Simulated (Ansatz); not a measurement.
Electronic density of states of amorphous In$_{9}$Ga$_{9}$Zn$_{9}$O$_{35}$H$_{2}$, density 5.61 g/cm³, on a 2×2×2 Γ-centred mesh with a Gaussian width of 0.1 eV; energies count from the Fermi level. Cell and mesh are small, so fine structure isn't converged. The numbers are results of PBE, scalar-relativistic without spin-orbit coupling (plane waves to 420 eV, PAW; Ansatz, an electronic-structure program), not measurements. Sampling: a 2×2×2 Γ-centred mesh; Fermi-Dirac width 0.02 eV; no spin polarisation. The usual formal charges leave 4 electrons over, so the level spacing at the Fermi energy parts defect or band states and needn't be the band gap. The spare electrons fill defect levels or the bottom of the conduction band, and the levels at the Fermi energy are partly filled.

It comes from a melt-quench run on a machine-learned potential (CHGNet), relaxed afterwards by DFT. O atoms were pushed apart under 1.9 Å during the dynamics, to hinder bonds among them. The hot cell started wider than the set density and was brought back towards it in steps. It is the lowest in DFT energy of 2 quenches. It is a model cell: composition and starting density were chosen by hand, and all elements were melted together. No dispersion term was used. Its density started from a set value of 5.89 and ended at 5.61 g/cm³. The quench (nominally 530 K/ps over its main leg) was far faster than any real one, so the model tends to hold more defects than a real film. One small periodic cell is one sample of the glass; other quenches scatter about these values. The volume was free in the relaxation, at fixed shape. Stress components on the final sampling reach 1.2 GPa. On a 2×2×2 Γ-centred mesh force components of up to 0.28 eV/Å stay, since the relaxation ran on the zone centre alone. Cycles of charging lowered its energy after that relaxation.

(E - EF (eV), states/(eV atom)): (-12.00, 0.00); (-11.90, 0.00); (-11.80, 0.00); (-11.70, 0.00); (-11.60, 0.00); (-11.50, 0.00); (-11.40, 0.00); (-11.30, 0.00); (-11.20, 0.00); (-11.10, 0.00); (-11.00, 0.00); (-10.90, 0.00); (-10.80, 0.00); (-10.70, 0.00); (-10.60, 0.00); (-10.50, 0.00); (-10.40, 0.00); (-10.30, 0.00); (-10.20, 0.00); (-10.10, 0.00); (-10.00, 0.00); (-9.90, 0.00); (-9.80, 0.00); (-9.70, 0.00); (-9.60, 0.00); (-9.50, 0.00); (-9.40, 0.00); (-9.30, 0.00); (-9.20, 0.02); (-9.10, 0.13); (-9.00, 0.14); (-8.90, 0.08); (-8.80, 0.23); (-8.70, 0.31); (-8.60, 0.25); (-8.50, 0.23); (-8.40, 0.31); (-8.30, 0.37); (-8.20, 0.36); (-8.10, 0.39); (-8.00, 0.46); (-7.90, 0.57); (-7.80, 0.64); (-7.70, 0.64); (-7.60, 0.76); (-7.50, 0.98); (-7.40, 1.17); (-7.30, 1.25); (-7.20, 1.30); (-7.10, 1.36); (-7.00, 1.36); (-6.90, 1.28); (-6.80, 1.14); (-6.70, 1.10); (-6.60, 1.06); (-6.50, 0.90); (-6.40, 0.75); (-6.30, 0.67); (-6.20, 0.63); (-6.10, 0.57); (-6.00, 0.59); (-5.90, 0.61); (-5.80, 0.57); (-5.70, 0.50); (-5.60, 0.56); (-5.50, 0.62); (-5.40, 0.60); (-5.30, 0.54); (-5.20, 0.60); (-5.10, 0.62); (-5.00, 0.61); (-4.90, 0.65); (-4.80, 0.65); (-4.70, 0.69); (-4.60, 0.73); (-4.50, 0.68); (-4.40, 0.63); (-4.30, 0.70); (-4.20, 0.71); (-4.10, 0.67); (-4.00, 0.71); (-3.90, 0.79); (-3.80, 0.81); (-3.70, 0.84); (-3.60, 0.88); (-3.50, 0.86); (-3.40, 0.85); (-3.30, 0.88); (-3.20, 0.94); (-3.10, 0.92); (-3.00, 0.83); (-2.90, 0.72); (-2.80, 0.65); (-2.70, 0.57); (-2.60, 0.51); (-2.50, 0.51); (-2.40, 0.42); (-2.30, 0.21); (-2.20, 0.05); (-2.10, 0.01); (-2.00, 0.00); (-1.90, 0.02); (-1.80, 0.11); (-1.70, 0.11); (-1.60, 0.03); (-1.50, 0.00); (-1.40, 0.00); (-1.30, 0.00); (-1.20, 0.00); (-1.10, 0.00); (-1.00, 0.01); (-0.90, 0.02); (-0.80, 0.01); (-0.70, 0.01); (-0.60, 0.02); (-0.50, 0.03); (-0.40, 0.04); (-0.30, 0.05); (-0.20, 0.06); (-0.10, 0.05); (0.00, 0.06); (0.10, 0.09); (0.20, 0.08); (0.30, 0.06); (0.40, 0.06); (0.50, 0.06); (0.60, 0.08); (0.70, 0.04); (0.80, 0.05); (0.90, 0.11); (1.00, 0.16); (1.10, 0.17); (1.20, 0.14); (1.30, 0.10); (1.40, 0.13); (1.50, 0.15); (1.60, 0.13); (1.70, 0.16); (1.80, 0.23); (1.90, 0.19); (2.00, 0.13); (2.10, 0.08); (2.20, 0.13); (2.30, 0.22); (2.40, 0.20); (2.50, 0.19); (2.60, 0.26); (2.70, 0.27); (2.80, 0.24); (2.90, 0.25); (3.00, 0.21); (3.10, 0.24); (3.20, 0.32); (3.30, 0.34); (3.40, 0.32); (3.50, 0.30); (3.60, 0.31); (3.70, 0.34); (3.80, 0.32); (3.90, 0.35); (4.00, 0.40); (4.10, 0.37); (4.20, 0.34); (4.30, 0.32); (4.40, 0.35); (4.50, 0.36); (4.60, 0.33); (4.70, 0.36); (4.80, 0.40); (4.90, 0.33); (5.00, 0.28); (5.10, 0.34); (5.20, 0.41); (5.30, 0.39); (5.40, 0.28); (5.50, 0.23); (5.60, 0.29)
